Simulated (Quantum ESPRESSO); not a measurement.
Worked example: self-consistent single point of Hf2Al3Au (P1, 6 atoms in the cell) in Quantum ESPRESSO.

Method: PBEsol, GBRV 1.5 ultrasoft (PBESOL) pseudopotentials (plane waves; Quantum ESPRESSO 7.5).

```
Hf2Al3Au
1.0
    2.64712     1.52832     4.24390
   -2.64712     1.52832     4.24390
    0.00000    -3.05663     4.24390
Hf Al Au
2 3 1
Cartesian
 -0.04157  -0.06152   4.79011
  0.06318  -0.00796   7.84133
  1.31374   0.77766   2.16291
 -1.30000   0.81987   2.16058
 -0.06683  -1.46924   2.13289
  0.03147  -0.05881   0.00974
```

Reference input (self-consistent single point, DFT, LDA (PZ), plane waves, GBRV 1.5 ultrasoft (LDA) pseudopotentials): ecutwfc = 40 Ry; ecutrho = 320 Ry; occupations = smearing; smearing = fd; degauss = 0.0073499 Ry; potentials = {Hf: hf_lda_v1.uspp.F.UPF, Al: al_lda_v1.uspp.F.UPF, Au: au_lda_v1.uspp.F.UPF}; K_POINTS = automatic 4 4 4 0 0 0; conv_thr = 1e-10 Ry. This run's input differs from it in these lines:

```diff
@@ -22,5 +22,5 @@
 ATOMIC_SPECIES
-Hf   178.4900  hf_lda_v1.uspp.F.UPF
-Al    26.9815  al_lda_v1.uspp.F.UPF
-Au   196.9666  au_lda_v1.uspp.F.UPF
+Hf   178.4900  hf_pbesol_v1.uspp.F.UPF
+Al    26.9815  al_pbesol_v1.uspp.F.UPF
+Au   196.9666  au_pbesol_v1.uspp.F.UPF
 CELL_PARAMETERS {angstrom}
```

Output (repeated stretches shortened):

```
     Self-consistent Calculation

     iteration #  1     ecut=    40.00 Ry     beta= 0.70

     negative rho (up, down):  2.159E-01 0.000E+00

     total energy              =    -439.51840059 Ry
     estimated scf accuracy    <      18.69568918 Ry

     iteration #  2     ecut=    40.00 Ry     beta= 0.70

     negative rho (up, down):  2.185E-01 0.000E+00

     total energy              =    -437.68873655 Ry
     estimated scf accuracy    <     105.83706864 Ry

     iteration #  3     ecut=    40.00 Ry     beta= 0.70

     negative rho (up, down):  2.210E-01 0.000E+00

     total energy              =    -451.85119572 Ry
     estimated scf accuracy    <       0.95664809 Ry

   [... 9 blocks of this kind left out ...]

     iteration # 13     ecut=    40.00 Ry     beta= 0.70

     negative rho (up, down):  2.251E-01 0.000E+00

     total energy              =    -452.04858251 Ry
     estimated scf accuracy    <          2.9E-10 Ry

     iteration # 14     ecut=    40.00 Ry     beta= 0.70

     negative rho (up, down):  2.251E-01 0.000E+00
     End of self-consistent calculation

     the Fermi energy is    12.6809 ev

!    total energy              =    -452.04858251 Ry
     estimated scf accuracy    <          3.4E-11 Ry
     smearing contrib. (-TS)   =      -0.00966521 Ry
     internal energy E=F+TS    =    -452.03891730 Ry

     convergence has been achieved in  14 iterations

     negative rho (up, down):  2.251E-01 0.000E+00

     Forces acting on atoms (cartesian axes, Ry/au):

     atom    1 type  1   force =     0.01561197    0.01587658   -0.00385836
     atom    2 type  1   force =    -0.02343035    0.00020431    0.02976372
     atom    3 type  2   force =     0.00845131   -0.00522244   -0.01264942
     atom    4 type  2   force =    -0.00913234   -0.00283135   -0.01795778
     atom    5 type  2   force =     0.01489264   -0.02493384    0.00203715
   [... lines left out ...]
     Total force =     0.061641     Total SCF correction =     0.000012
   [... lines left out ...]

     negative rho (up, down):  2.251E-01 0.000E+00
          total   stress  (Ry/bohr**3)                   (kbar)     P=       -6.73
  -0.00006320  -0.00000892  -0.00002678           -9.30       -1.31       -3.94
  -0.00000892  -0.00005754   0.00000400           -1.31       -8.46        0.59
  -0.00002678   0.00000400  -0.00001643           -3.94        0.59       -2.42

   JOB DONE.
```

The run converged in 14 iterations. Against the reference run the pressure goes from -4.30 to -0.67 GPa and the largest force goes from 0.878 to 0.974 eV/Å. The full log also holds: “c_bands:  1 eigenvalues not converged”.

The starting cell comes from a database of computed structures (which also holds hypothetical and non-ambient phases and stackings), without a prior relaxation at this level. Its atoms were displaced at random from the sites of space group no. 166. Spin-orbit coupling is off.

Cost on one core of a shared machine: roughly 4 min.
